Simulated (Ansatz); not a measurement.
Defect: Ta-vacancy pair (Ta on one host Cu site, one Cu site vacant) in fcc Cu, neutral cell. The step: a nearby Cu atom hops onto the vacant site (Ta-vacancy distance between ideal sites 2.57 → 4.45 Å); the atom moves 2.46 Å along (0.48, -0.48, 0.01) of the unit cell; the moving atom starts with neighbours 2 Cu at 2.52, 2 Cu at 2.53, Cu at 2.55, Cu at 2.56, 4 Cu at 2.57, Cu at 2.59 Å and ends with Cu at 2.50, Cu at 2.52, Cu at 2.54, Cu at 2.55, Cu at 2.57, 2 Cu at 2.58, 2 Cu at 2.62, Cu at 2.66; Ta at 2.61 Å. DFT values are from Ansatz (plane-wave PAW, 420 eV unless said) in a cell of 32 host sites, spin-restricted, static, with no finite-size correction. Forms of the defect that were not tried may lie lower. The start lies 0.11 eV above the lowest site run (PBE). For the PBE band: the saddle point's order was not checked.

```tsv
Level	Forward barrier (eV)	Cost of the band or of the saddle's single point
CHGNet universal potential (has no charge state), its own band	0.48	-
PBE, a 3×3×3 k-point mesh shifted by half a step, band relaxed	0.61	very roughly 70 core-minutes
PBE, a 5×5×5 k-point mesh shifted by half a step, same geometries	0.62	roughly 14 core-minutes
r2SCAN at 500 eV, a 3×3×3 k-point mesh shifted by half a step, same geometries	0.62	very roughly 8 core-minutes
```

Ansatz is a quantum-chemistry and plane-wave program.
